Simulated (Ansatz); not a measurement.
Structures of equal composition on the (110) surface of bcc Ta: a layer of Os in place of the second plane; a layer of Os in place of the third plane. The slabs share one bottom face, and each structure is named by its start. These are constructed structures in small cells; real faces may alloy, dewet or reconstruct in larger ones, and not all known structures of the face are among them. Slabs of about 11 Å with all that they carry, Fermi-Dirac smearing of 0.1 eV. Bottom of the slabs: a bare face, its two planes held. Relaxed from the named starts with such symmetry as they have, on meshes of like density; energies extrapolated to zero smearing; no spin-orbit coupling, no U. Spin-polarised runs, if any, are marked in brackets, and their order is one that fits the cell; the others ran without spin.

These are PBE (plane waves to 420 eV, PAW; Ansatz, a first-principles code) values and carry that method's errors.

Question: Put the candidates in order of energy per 1x1 cell, lowest first, for PBE.

Answer: a layer of Os in place of the third plane (0.000 eV), a layer of Os in place of the second plane (0.226 eV)
